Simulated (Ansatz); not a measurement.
A hypothetical phase is included: elements placed on a structure type, which no database files for this compound.

By PBEsol, the system below comes out a metal.

Without scattering a metal conducts by its projected Fermi surface.

Input:

```
CELL_PARAMETERS angstrom
      5.08099     0.00000     0.00000
     -2.54049     4.40026     0.00000
      2.54049     1.46675     4.14861
ATOMIC_POSITIONS crystal
  Bi 0.50000 0.25000 0.25000
  Bi 0.00000 0.50000 0.50000
```

The cell was relaxed by PBE-D3(BJ).

The current flows along the normal of the first two printed cell vectors, the (111) plane of the conventional cell. No spin-orbit coupling; the value is a mean over 0.1 eV about the Fermi level.

Q: State the ballistic conductance per area according to PBEsol in Ansatz (a first-principles code).

A: 0.25 × 10¹⁵ S/m² for both spins.
